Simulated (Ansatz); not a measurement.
GaP (model structure, started from the BN type, Pm-3n, No. 223, 12 atoms in the cell) was calculated with LDA (PAW; Ansatz, a quantum-chemistry and plane-wave program).

Settings: plane-wave cutoff 520 eV, 6×6×6 k mesh, Fermi–Dirac smearing 0.01 eV, scalar-relativistic PAW data made under PBE.

Cell (relaxed with PBEsol):

```xyz
12
Lattice="6.7060 0.0000 0.0000 0.0000 6.7060 0.0000 0.0000 0.0000 6.7060" Properties=species:S:1:pos:R:3 pbc="T T T"
Ga     1.6765     0.0000     3.3530
Ga     3.3530     1.6765     0.0000
Ga     3.3530     5.0295     0.0000
Ga     5.0295     0.0000     3.3530
Ga     0.0000     3.3530     5.0295
Ga     0.0000     3.3530     1.6765
P      1.6765     3.3530     0.0000
P      0.0000     1.6765     3.3530
P      0.0000     5.0295     3.3530
P      5.0295     3.3530     0.0000
P      3.3530     0.0000     5.0295
P      3.3530     0.0000     1.6765
```

Question: Predict the band gap, smallest direct gap on the k points sampled and direct gap at Γ.

Answer: 
- band gap: 0.77 eV (indirect)
- smallest direct gap on the k points sampled: 0.95 eV
- direct gap at Γ: 0.99 eV

Note: the relaxation could raise the start's symmetry but not lower it, so the cell can be a saddle point; cell and atoms aren't relaxed at this level (pressure -1.7 GPa).

Spin–orbit coupling is not included.

A model structure was made by putting elements into a prototype or built by hand; it is no filed structure, need not be a known phase, and can be a saddle point held by its symmetry.
